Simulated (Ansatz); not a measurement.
# B20 (FeSi-type) CoSi

Level of theory: PBEsol (PAW; Ansatz, an electronic-structure program).

Numerical settings: plane-wave cutoff 520 eV, 12×12×12 k mesh, Fermi–Dirac smearing 0.05 eV, no spin polarisation, scalar-relativistic PAW data made under PBE.

Cell: relaxed at this level.

| Quantity | Result |
|---|---|
| equilibrium volume per atom | 10.54 Å³/atom |
| bulk modulus | 241 GPa |
| equilibrium lattice constant a | 4.386 Å |
| band gap | none |
| pressure derivative B′ of the bulk modulus | 4.7 |

Measured, for comparison: equilibrium volume per atom 10.97 Å³/atom, lattice constant a 4.444 Å (temperature not stated, no zero-point or thermal correction; as tabulated in Wikipedia's data pages); bulk modulus 207 GPa (temperature not stated, no zero-point or thermal correction; as tabulated in Electronic Structure of B20 (FeSi-Type) Transition-Metal Monosilicides …). Computed (rounded) less measured: equilibrium volume per atom -3.9 %, bulk modulus +16 %, lattice constant a -1.3 %. A static lattice is as a rule a little smaller and stiffer than an uncorrected measurement, which narrows the difference in the lattice constant a and would widen misses of the other sign.

Note: the bulk modulus comes from volumes at which shape and atoms were relaxed.

The computed numbers hold no vibrational or temperature effects.

It cost about 22 core-minutes (a rough figure) of CPU time.
